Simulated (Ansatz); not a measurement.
# beta Ga2O3: the defect Si on the Ga site (Si_Ga)

The numbers are results of PBE, PAW (plane waves to 420 eV; Ansatz, a quantum-chemistry and plane-wave program), not measurements. Cell: 120 sites, 1×3×2 repeats of a cell of 20 atoms; final energies on a 2×2×2 shifted mesh. Site at the start: the Ga(1) site. Energies of charged states are corrected for periodic images (point charge plus alignment at distant sites). Dielectric constants: PBE linear response of the host. Host gap at this level: 2.01 eV. These values are not converged in cell size to better than tenths of an eV. Levels are measured in PBE's own, too narrow, gap. Spin–orbit coupling is left out. Each state is the lowest found from its start.

Formation energies E_f are given with the Fermi level at the valence-band maximum. Chemical conditions: Ga-rich (Δμ(Ga) = 0.00 eV, Δμ(Si) = -2.27 eV, bounded by alpha cristobalite; only phases computed here count, gases as isolated molecules at 0 K); O-rich (Δμ(Ga) = -4.56 eV, Δμ(Si) = -8.35 eV, bounded by alpha cristobalite; only phases computed here count, gases as isolated molecules at 0 K). Reference phases: Ga: alpha gallium, Si: silicon.

Charges with a result: +1, 0, −1. Others weren't obtained, and one of them could lie lower, also by skipping a charge.

```
charge         moment (μB)  point group  largest move off a lattice site (Å)  image correction with alignment (eV)  E_f, Ga-rich (eV)  E_f, O-rich (eV)
------  ------------------  -----------  -----------------------------------  ------------------------------------  -----------------  ----------------
+1      not spin-polarised           Cs                                 0.24                                  0.09              -1.79             -0.27
0*                quenched           Cs                                 0.24                                     –                  –                 –
−1*     not spin-polarised           Cs                                 0.24                                     –                  –                 –
```

* At this level the carrier isn't localised at the defect: at charge 0 electrons occupy the conduction band; at charge −1 electrons occupy the conduction band. Such a state is shallow or no state of the defect, and this cell gives it no level.

Point groups are those of the whole cell at tolerances of 0.03 and 0.1 Å ("near" where only the looser one holds); none is given for unsettled states.

Starting moments that weren't kept: charge 0 began with 1 μB and ended with 0.0.

Flagged in the runs: a doubtful potential alignment, a host whose relaxation on this sampling wasn't shown to rest, a strain field that reaches the edge of the cell.
